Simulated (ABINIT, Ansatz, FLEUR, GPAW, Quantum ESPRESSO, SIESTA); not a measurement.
Mg₂Zn (C2/m, 6 atoms in the cell) computed with different codes at matched settings

Self-consistent single point.

```xyz
6
Lattice="5.6862 -1.6073 0.0000 5.6862 1.6073 0.0000 -1.7954 0.0000 6.2479" Properties=species:S:1:pos:R:3 pbc="T T T"
Mg     1.6521     0.0000     0.5770
Mg     7.9249     0.0000     5.6709
Mg     8.9759     0.0000     2.7467
Mg     0.6011     0.0000     3.5012
Zn     5.1897     0.0000     1.3850
Zn     4.3873     0.0000     4.8629
```

Shared settings, as Ansatz (an electronic-structure program) writes them: kpoints.mp_grid.grid = 3 3 2; scf.occupations.method = gaussian; scf.occupations.width = 0.0073 Ry. Potentials and cutoffs stand in the table.

```csv
code,model,pressure (GPa),largest force (eV/Å),cutoff
FLEUR,"PBEsol, all-electron FLAPW (FLEUR), scalar-relativistic valence",–,0.139,Kmax 4.1 1/bohr
GPAW,"PBEsol, GPAW PAW datasets PBEsol (made by gpaw-setup)",0.18,0.140,800 eV
ABINIT,"PBEsol, PAW (JTH v2.0 PBE PAW, files made for PBE)",0.11,0.143,30 Ha
SIESTA,"GGA PBEsol, numerical atomic orbitals DZP, PseudoDojo PBEsol standard norm-conserving potentials (rewritten from UPF to PSML)",-0.78,0.490,grid 300 Ry
Quantum ESPRESSO,"PBEsol, SSSP 1.1.2 efficiency (PBE) pseudopotentials",-0.09,0.141,50 Ry
Ansatz,"PBEsol, PAW files made with PBE",0.15,0.141,30.9 Ry
```

Size of the force on each atom (eV/Å): Sizes of forces hide their directions.

| code | Mg1 | Mg2 | Mg3 | Mg4 | Zn5 | Zn6 |
|---|---|---|---|---|---|---|
| FLEUR | 0.047 | 0.047 | 0.119 | 0.119 | 0.139 | 0.139 |
| GPAW | 0.045 | 0.045 | 0.121 | 0.121 | 0.140 | 0.140 |
| ABINIT | 0.050 | 0.050 | 0.117 | 0.117 | 0.143 | 0.143 |
| SIESTA | 0.050 | 0.050 | 0.239 | 0.239 | 0.490 | 0.490 |
| Quantum ESPRESSO | 0.054 | 0.054 | 0.116 | 0.116 | 0.141 | 0.141 |
| Ansatz | 0.048 | 0.048 | 0.119 | 0.119 | 0.141 | 0.141 |

A dash marks a value that a program does not give, or that is left out as unsure.

The spread over the programs that give each value: pressure within 0.96 GPa; largest force within 0.351 eV/Å.

SIESTA uses small atom-centred bases, whose incompleteness enters pressures, forces and empty levels differently from a plane-wave cutoff. FLEUR treats all electrons, but the usual bases taken here (sphere radii, linearisation, local orbitals, empty states) were not tested for convergence, so the values are no reference for the others. Ansatz's pressure is given at a fixed set of plane waves, as the other plane-wave codes print theirs; with its correction for the finite basis it is 0.18 GPa. In the force vectors, SIESTA (by 0.349) lies more than 0.08 eV/Å from the median of the plane-wave programs.

On the base mesh (5 5 3) the same programs gave: Ansatz pressure -0.03 GPa; Quantum ESPRESSO pressure -0.30 GPa; ABINIT pressure -0.07 GPa; GPAW pressure 0.01 GPa; SIESTA pressure -0.74 GPa.

The starting cell comes from a database of computed structures (which also holds hypothetical and non-ambient phases and stackings), without a prior relaxation at this level.

Left out of this page: CP2K (on another mesh); Elk (not drawn, or without a comparable value).

Keys are those of Ansatz 0.2.
